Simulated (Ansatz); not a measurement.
**Si: stress against strain**

Si (diamond, Fd-3m, 20.054 Å³/atom at rest) under an equal strain ε in the (001) plane with the normal axis free, as in a coherent film. PBEsol in Ansatz, a plane-wave DFT program (PAW, default set), 420 eV, 11×11×11 Γ-centred mesh, Fermi-Dirac smearing 0.05 eV; ions are relaxed within the symmetry of each cell. Stress is positive for a compressed cell.

Here s stands for strain and y for stress xx.

| strain (%) | stress xx (GPa) |
|---|---|
| -3.00 | ? |
| -1.50 | 2.65 |
| -1.00 | 1.74 |
| -0.50 | 0.85 |
| 0.00 | -0.01 |
| 0.50 | -0.84 |
| 1.00 | -1.64 |
| 1.50 | -2.42 |

Q: Using a straight line, estimate the missing y at s = -3.00 from the other rows, showing the fit.

A: Means: s 0, y 0.047. About the means, the sum of products is -11.830 and the sum of squares of s is 7.0000; the slope is their ratio. Least squares gives y = 0.047 - 1.6900·s. Residuals (row less fit): 0.068, 0.003, -0.042, -0.057, -0.042, 0.003, 0.068; standard error 0.057 (degrees of freedom: 5). The slope gives the biaxial elastic modulus of this plane = 169 ± 2 GPa. At the withheld row, y = 0.047 - 1.6900 × (-3.0) = 5.117 GPa. The calculation gives 5.52 GPa, 0.403 GPa above the prediction (5.1 % of the range of y in the table). The row lies outside the fitted rows, so this is an extrapolation. From the scatter of the fitted rows alone, a prediction at this place has a standard error of 0.088 GPa, so the miss is 4.6 times that.

One order more, fitted to all 13 runs of the series, follows each within 0.01, so the miss is the next term of a smooth law. Rows are the converged runs of the series near zero and its far end; series whose fitted rows scatter by over a few per cent of the range, as at a crossing or softening among them, aren't shown in this form. Most that stay on the fit to the last digits aren't either.
